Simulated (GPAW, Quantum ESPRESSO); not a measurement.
A GPAW input for a self-consistent single point of Y (P6_3/mmc, 2 atoms in the cell) (DFT PBEsol, plane waves, GPAW PAW datasets PBEsol (made by gpaw-setup)):

```python
from ase import Atoms
from ase.units import GPa
from gpaw import GPAW, PW, FermiDirac

atoms = Atoms(['Y', 'Y'],
              cell=[[3.652405, 0.000000, 0.000000],
                    [-1.826202, 3.163075, 0.000000],
                    [0.000000, 0.000000, 5.895034]],
              scaled_positions=[[0.333333, 0.666667, 0.250000],
                                [0.666667, 0.333333, 0.750000]],
              pbc=True)

atoms.set_initial_magnetic_moments([1.0, 1.0])

calc = GPAW(spinpol=True,
            mode=PW(600),
            xc='PBEsol',
            kpts={'size': (11, 11, 6), 'gamma': True},
            occupations=FermiDirac(0.1),
            nbands=-8,
            convergence={'density': 1e-05},
            symmetry={'symmorphic': False, 'tolerance': 0.0005},
            maxiter=150)

atoms.calc = calc

energy = atoms.get_potential_energy()
print('Energy (eV):', round(energy, 6))
forces = atoms.get_forces()
print('Forces (eV/Ang):')
print(forces.round(5))
stress = atoms.get_stress()
print('Stress (GPa, Voigt):', (stress / GPa).round(4))
```

Q: Give the Quantum ESPRESSO input for the same structure, mesh, smearing and functional.

A: One input that does it (others would too):

```fortran
&CONTROL
 calculation = 'scf',
 prefix = 'Y',
 outdir = './out',
 pseudo_dir = './',
 tprnfor = .true.,
 tstress = .true.,
/
&SYSTEM
 ibrav = 0,
 celldm(1) = 6.9020445844,
 nat = 2,
 ntyp = 1,
 ecutwfc = 45,
 ecutrho = 315,
 occupations = 'smearing',
 smearing = 'fd',
 degauss = 0.0073499,
 nspin = 2,
 starting_magnetization(1) = 0.091,
 input_dft = 'pbesol',
/
&ELECTRONS
 conv_thr = 1.0d-10,
 mixing_beta = 0.4,
/
ATOMIC_SPECIES
Y     88.9058  Y.pbe-spn-rrkjus_psl.1.0.0.UPF
CELL_PARAMETERS {alat}
   1.0000000000     0.0000000000     0.0000000000
  -0.5000000000     0.8660254038     0.0000000000
   0.0000000000     0.0000000000     1.6140144589
ATOMIC_POSITIONS {crystal}
Y     0.3333333333    0.6666666667    0.2500000000
Y     0.6666666667    0.3333333333    0.7500000000
K_POINTS {automatic}
11 11 6  0 0 0
```

Basis, cutoffs, solver keys and any potentials are the target program's own. This input uses DFT, PBEsol, plane waves, PSlibrary ultrasoft (PBE) pseudopotentials. Both were run: pressure -3.10 GPa in GPAW and -3.08 in Quantum ESPRESSO; size of the net moment 0.00 μB/atom in GPAW and 0.00 in Quantum ESPRESSO.

On Quantum ESPRESSO: the starting cell comes from a database of computed structures (which also holds hypothetical and non-ambient phases and stackings), without a prior relaxation at this level. Its lattice was rescaled by a random factor within 2.5 % of one. The starting moments vanished: the run ended non-magnetic. With a pressure of about -3 GPa the cell is away from its equilibrium volume at this level.

On GPAW: the starting cell comes from a database of computed structures (which also holds hypothetical and non-ambient phases and stackings), without a prior relaxation at this level. Its lattice was rescaled by a random factor within 2.5 % of one. The starting moments vanished: the run ended non-magnetic. With a pressure of about -3 GPa the cell is away from its equilibrium volume at this level.
